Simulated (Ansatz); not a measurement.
Consider K₂Te in the anti-fluorite structure (space group Fm-3m, No. 225; a = 8.091 Å). Axes: x, y, z lie along the cube axes.

The values are results of Ansatz (a quantum-chemistry and plane-wave program) PBEsol, without spin-orbit coupling, not measurements.

For the base:

The band gap is 2.16 eV.

The change: the cell is stretched by 2.50 % along z with no lateral relaxation; the atoms relax in the strained cell.

Question: What does the calculation give for the band gap and energy relative to the base after the change?

Answer: The band gap shrinks by 0.08 eV, from 2.16 eV to 2.08 eV; the energy increases by 2.0 meV/atom.

With Te present, leaving out spin-orbit coupling can change the band edges. Whether these cells are dynamically stable was not tested.
